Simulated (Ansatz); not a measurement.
The parent structure is Si in the diamond structure (space group Fd-3m, No. 227; a = 5.444 Å). Axes: x, y, z lie along the cube axes.

Level of theory: Ansatz (an electronic-structure program) r2SCAN, spin-orbit coupling left out.

Before the change:

| Quantity | Value |
|---|---|
| Valence-band top at Γ | 0.00, 0.00, 0.00 eV |

The change: tensor shear ε_xy = +1.43 % (engineering shear γ = 0.0286), atoms relaxed at fixed cell.

Question: Predict the new energy relative to the base and valence-band top at Γ.

Answer: The energy goes up by 4.2 meV/atom; the valence-band top at Γ (three highest levels, from the VBM) becomes 0.00, -0.14, -0.27 eV (base: 0.00, 0.00, 0.00 eV).

The levels and masses belong to the bands next to the band gap. The cells carry an imposed strain or load. No phonon test of stability was made.
